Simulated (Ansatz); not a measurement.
# fcc Ir (0 0 1) on tetragonal BaTiO3 (0 0 1) (film strained to the substrate, started from cuts of the bulks and a machine-learned relaxation; slabs Ba4Ti4O12 and Ir12, which can lie off the formulas)

A periodic stack without vacuum, fcc Ir (0 0 1) on tetragonal BaTiO3 (0 0 1) (film strained to the substrate, started from cuts of the bulks and a machine-learned relaxation; slabs Ba4Ti4O12 and Ir12, which can lie off the formulas): substrate slab Ba4Ti4O12, film Ir12, surface cells [[0, 1], [-1, 0]] and [[0, -1], [2, 1]], film strained by +3.0 and +3.0 %, outermost planes OTi/BaO and Ir/Ir as cut, which need not be the usual terminations and can put a slab off its formula.

The start was prepared with a machine-learned potential, and the result is one local minimum, with the in-plane cell held and forces under 0.04 eV/Å; the film can end far from its bulk form.

The numbers are results of PBE (plane waves to 420 eV, PAW; Ansatz, a first-principles code), not measurements. Scalar-relativistic, without spin–orbit coupling; the runs are not spin-polarised; PBE gaps are too small against experiment. Its k-point mesh 8×8×1, Fermi–Dirac width 0.05 eV.

* **interface area**: 15.9 Å²
* **period**: 29.49 Å
* **heights between the nearest atoms of the two slabs at the two interfaces**: 3.17 and 2.05 Å
* **Ir–Ti contacts across the interfaces within 1.22 times the sum of covalent radii**: 4, mean 2.94 Å
* **Ba–Ir contacts across the interfaces within 1.22 times the sum of covalent radii**: 4, mean 3.75 Å
* **Ir–O contacts across the interfaces within 1.22 times the sum of covalent radii**: 2, mean 2.05 Å

```yaml
crystal:
  lattice:
    - [3.98571, 0.00008, -0.02006]
    - [0.00008, 3.98517, 0.13690]
    - [0.18276, 1.00861, 29.53747]
  atoms:
    - { symbol: Ba, position: [0.95858, 0.12027, 0.11132] }
    - { symbol: Ti, position: [0.45810, 0.65873, 0.03916] }
    - { symbol: O, position: [0.45711, 0.62705, 0.10168] }
    - { symbol: O, position: [0.45783, 0.16027, 0.03541] }
    - { symbol: O, position: [0.95813, 0.66082, 0.03539] }
    - { symbol: Ba, position: [0.96273, 0.04264, 0.25396] }
    - { symbol: Ti, position: [0.46836, 0.57212, 0.18411] }
    - { symbol: O, position: [0.45780, 0.54979, 0.24524] }
    - { symbol: O, position: [0.45290, 0.09444, 0.17672] }
    - { symbol: O, position: [0.95069, 0.59211, 0.17670] }
    - { symbol: Ba, position: [0.96607, 0.97529, 0.39774] }
    - { symbol: Ti, position: [0.47201, 0.51829, 0.32767] }
    - { symbol: O, position: [0.46122, 0.47755, 0.38870] }
    - { symbol: O, position: [0.45467, 0.00361, 0.32012] }
    - { symbol: O, position: [0.95228, 0.50555, 0.32004] }
    - { symbol: Ba, position: [0.96740, 0.89570, 0.54259] }
    - { symbol: Ti, position: [0.46901, 0.42990, 0.47138] }
    - { symbol: O, position: [0.46328, 0.40534, 0.53176] }
    - { symbol: O, position: [0.46136, 0.94332, 0.46426] }
    - { symbol: O, position: [0.96053, 0.44284, 0.46418] }
    - { symbol: Ir, position: [0.96053, 0.82618, 0.71007] }
    - { symbol: Ir, position: [0.46054, 0.32668, 0.70968] }
    - { symbol: Ir, position: [0.46094, 0.85659, 0.65018] }
    - { symbol: Ir, position: [0.96107, 0.35672, 0.65008] }
    - { symbol: Ir, position: [0.95947, 0.76086, 0.83944] }
    - { symbol: Ir, position: [0.45953, 0.26074, 0.83949] }
    - { symbol: Ir, position: [0.46013, 0.79364, 0.77509] }
    - { symbol: Ir, position: [0.95997, 0.29354, 0.77492] }
    - { symbol: Ir, position: [0.95842, 0.69666, 0.96591] }
    - { symbol: Ir, position: [0.45839, 0.19652, 0.96597] }
    - { symbol: Ir, position: [0.45904, 0.72834, 0.90310] }
    - { symbol: Ir, position: [0.95886, 0.22791, 0.90430] }
```
